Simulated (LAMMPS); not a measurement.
LAMMPS 22 Jul 2025, classical MD, Buckingham with full ionic charges: MgO, 110592 atoms.

```
Item                                                                                               Value
-----------------------------------------------  -------------------------------------------------------
task                                                                                             MD, nve
potential                                                             Buckingham with full ionic charges
copies of the repeat unit                                                                       24×24×24
shape (slab and sphere leave vacuum in the box)                                                     bulk
temperature                                                                                       1200 K
steps                                                                                                150
timestep                                                                                            1 fs
neighbor skin                                                                                        2 Å
neigh_modify                                                                   every 1 delay 0 check yes
thermo                                                                                               100
kspace_style                                                                                        pppm
kspace_accuracy                                                                                   0.0001
pair cutoff                                                                                         10 Å
newton                                                                                      on (default)
atom_modify sort (bins of 2 Å where set)                                                  1000 (default)
comm_style                                                                               brick (default)
kspace_modify                                                                  order 5 diff ik (default)
box                                                                              101.1 × 101.1 × 101.1 Å
start                                              generated rock salt lattice, warmed in an untimed run
compared values                                  energy and forces of the first step, drift over the run
```

It runs on a single node (Arm Neoverse V2, 96 cores on 1 socket, no SMT, 1 L3 cache group).

Wall times, medians of two to five repeats, each run alone on the node (launch to exit). Unless noted, each process is bound to its own block of adjacent cores. Build: PyPI wheel: MPICH, OPENMP and OPT packages. Other compilers and libraries give other times. Scratch files lie in a memory file system. A preparatory run goes ahead and isn't timed.

Started as
```bash
# ahead of the timed run: OMP_NUM_THREADS=1 mpirun -np 48 lmp -in in.warm -log none -nocite
OMP_NUM_THREADS=1 mpirun -np 32 lmp -in in.lmp -log log.lammps -nocite
```
(32 ranks, thermo = 100) it takes 3.9 s and 0 neighbour list builds.

Predict the time once the run is changed to thermo = 1.

About 5.1 s (3 runs within 6 %): 1.3× as long. The largest move is in pair forces (Pair): 2.7 s to 3.8 s. Change in the result: energy equal as printed, forces on 48 atoms equal as printed, drift of the total energy equal as printed.
